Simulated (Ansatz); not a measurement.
**A computed series for LaWN3: pressure series**

Start from LaWN3 (space group R3c, No. 161; a cell from a computed database, its experimental status unchecked).

```cif
data_La2N6W2
_chemical_formula_sum 'La2 W2 N6'
_space_group_name_H-M_alt 'P 1'
_space_group_IT_number 1
_cell_length_a 5.61919
_cell_length_b 5.61919
_cell_length_c 5.61919
_cell_angle_alpha 60.334
_cell_angle_beta 60.334
_cell_angle_gamma 60.334
loop_
_space_group_symop_operation_xyz
  'x, y, z'
loop_
_atom_site_label
_atom_site_type_symbol
_atom_site_fract_x
_atom_site_fract_y
_atom_site_fract_z
_atom_site_occupancy
La1 La 0.53680 0.53680 0.53680 1
La2 La 0.03680 0.03680 0.03680 1
W1 W 0.78549 0.78549 0.78549 1
W2 W 0.28549 0.28549 0.28549 1
N1 N 0.00037 0.10326 0.55577 1
N2 N 0.55577 0.00037 0.10326 1
N3 N 0.10326 0.55577 0.00037 1
N4 N 0.05577 0.60326 0.50037 1
N5 N 0.60326 0.50037 0.05577 1
N6 N 0.50037 0.05577 0.60326 1
```

Cell and atoms are relaxed at each pressure.

The values are results of PBEsol/PAW in Ansatz (a quantum-chemistry and plane-wave program), no SOC, not measurements.

Before the change:

```
Quantity   Result
--------  -------
Band gap  0.99 eV
```

The aim is a band gap between 0.78 eV and 0.85 eV. Which of these changes reaches it?
A) pressure −2 GPa
B) pressure 3 GPa
C) pressure 10 GPa
D) pressure 0.7 GPa

C, pressure 10 GPa. It gives 0.83 eV; pressure −2 GPa gives 1.04 eV; pressure 3 GPa gives 0.93 eV; pressure 0.7 GPa gives 0.98 eV. Changes not listed may reach it too

Spin-orbit coupling, missing from the scalar runs, can matter with W. Load acts through the strain it causes; cell and atoms are relaxed under it. Stability against distortions was not tested. Competing high-pressure phases were not computed.
